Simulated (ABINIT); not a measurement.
ABINIT run on CaTiS2 (P1, 4 atoms in the cell): self-consistent single point.

Method: PBEsol, PAW (JTH v2.0 PBE PAW, files made for PBE) (plane waves; ABINIT).

The change in words: atoms moved at random. Reference geometry:
```
CaTiS2
1.0
    3.64514     0.00000     0.00000
   -1.82257     3.15678     0.00000
    0.00000     0.00000     6.54150
Ca Ti S
1 1 2
Direct
  0.00000   0.00000   0.50000
  0.00000   0.00000   0.00000
  0.33333   0.66667   0.78034
  0.66667   0.33333   0.21966
```

Reference input (self-consistent single point, DFT, PBEsol, plane waves, PAW (JTH v2.0 PBE PAW, files made for PBE)): pseudos = [Ca.GGA_PBE-JTH.xml, Ti.GGA_PBE-JTH.xml, S.GGA_PBE-JTH.xml]; ecut = 30 Ha; pawecutdg = 60 Ha; pawxcdev = 0; ixc = -116133; occopt = 3; tsmear = 0.1 eV; ngkpt = 7 7 4; nshiftk = 1; shiftk = 0 0 0; potentials = JTH v2.0 PBE PAW; nband = 23. This run's input differs from it in these lines:

```diff
@@ -3,6 +3,6 @@
 pseudos "Ca.GGA_PBE-JTH.xml, Ti.GGA_PBE-JTH.xml, S.GGA_PBE-JTH.xml"
-acell 3.6451400922 3.6451400922 6.5415000000 Angstrom
+acell 3.6451400000 3.6451401383 6.5415000000 Angstrom
 rprim
-         1.0000000000   -0.0000000059    0.0000000000
-        -0.4999999949    0.8660254067    0.0000000000
+         1.0000000000    0.0000000000    0.0000000000
+        -0.4999999810    0.8660254147    0.0000000000
          0.0000000000    0.0000000000    1.0000000000
@@ -13,6 +13,6 @@
 xred
-         0.0000000000    0.0000000000    0.5000000000
-         0.0000000000    0.0000000000    0.0000000000
-         0.3333333333    0.6666666667    0.7803400000
-         0.6666666667    0.3333333333    0.2196600000
+         0.0079490000    0.9995110000    0.4946930000
+         0.9979380000    0.9894190000    0.0003320000
+         0.3314390000    0.6588010000    0.7820500000
+         0.6626740000    0.3522690000    0.2229240000
 ecut 30
```

Log, with long lists cut:

```
--- !BeginCycle
solver: {iscf: 17, nstep: 80, nline: 4, wfoptalg: 10, }
tolerances: {toldfe: 1.00E-09, }
...

     iter   Etot(hartree)      deltaE(h)  residm     nres2
 ETOT  1  -112.30891341638    -1.123E+02 4.718E+00 2.154E+01
 ETOT  2  -116.52080784654    -4.212E+00 1.804E-01 3.478E+01
 ETOT  3  -116.45378304384     6.702E-02 2.170E-01 7.006E+00
 ETOT  4  -116.44339399113     1.039E-02 3.017E-02 4.393E+00
 ETOT  5  -116.43376639579     9.628E-03 7.504E-02 2.792E-01
   [... 5 lines left out ...]
 ETOT 11  -116.43340362305    -3.450E-09 3.598E-03 9.221E-07
 ETOT 12  -116.43340362183     1.214E-09 1.742E-03 3.713E-08
 ETOT 13  -116.43340362186    -2.875E-11 1.469E-03 1.077E-08
 ETOT 14  -116.43340362185     8.882E-12 2.751E-03 1.150E-09
 At SCF step   14, etot is converged :
  for the second time, diff in etot=  8.882E-12 < toldfe=  1.000E-09

 Cartesian components of stress tensor (hartree/bohr^3)
  sigma(1 1)=  1.41357473E-04  sigma(3 2)=  1.39061581E-05
  sigma(2 2)=  8.93761247E-05  sigma(3 1)= -4.22869678E-06
  sigma(3 3)=  9.60660952E-05  sigma(2 1)= -1.57588602E-05

 ----iterations are completed or convergence reached----

 reduced coordinates (array xred) for    4 atoms
       0.007949000000      0.999511000000      0.494693000000
       0.997938000000      0.989419000000      0.000332000000
       0.331439000000      0.658801000000      0.782050000000
       0.662674000000      0.352269000000      0.222924000000
 cartesian forces (eV/Angstrom) at end:
    1     -0.16963857331945     0.08379223833207     0.36534918198427
   [... lines left out ...]
 Fermi (or HOMO) energy (hartree) =   0.30033   Average Vxc (hartree)=  -0.38635
 Fermi (or HOMO) energy (eV) =   8.17239   Average Vxc (eV)= -10.51322
   [... lines left out ...]
'-kT*entropy'       : -2.82894985297143E-03
total_energy        : -1.16433407080129E+02
total_energy_eV     : -3.16831413418503E+03
...

-Cartesian components of stress tensor (GPa)         [Pressure= -3.2049E+00 GPa]
- sigma(1 1)=  4.15887975E+00  sigma(3 2)=  4.09133227E-01
- sigma(2 2)=  2.62953593E+00  sigma(3 1)= -1.24412534E-01
- sigma(3 3)=  2.82636163E+00  sigma(2 1)= -4.63641595E-01

 Calculation completed.
```

The run converged in 14 iterations. Against the reference run the free energy rises by 10.7 meV/atom, the pressure goes from -3.44 to -3.20 GPa and the largest force goes from 0.066 to 0.643 eV/Å.

The starting cell comes from a database of computed structures (which also holds hypothetical and non-ambient phases and stackings), without a prior relaxation at this level. For this run, on top of that: atoms moved at random. Spin polarisation is off, so a magnetic state, if there is one, cannot be reached. The potentials were made for another functional than the one used. With a pressure of about -3 GPa the cell is away from its equilibrium volume at this level.

Cost on one core of a shared machine: roughly 4 min.
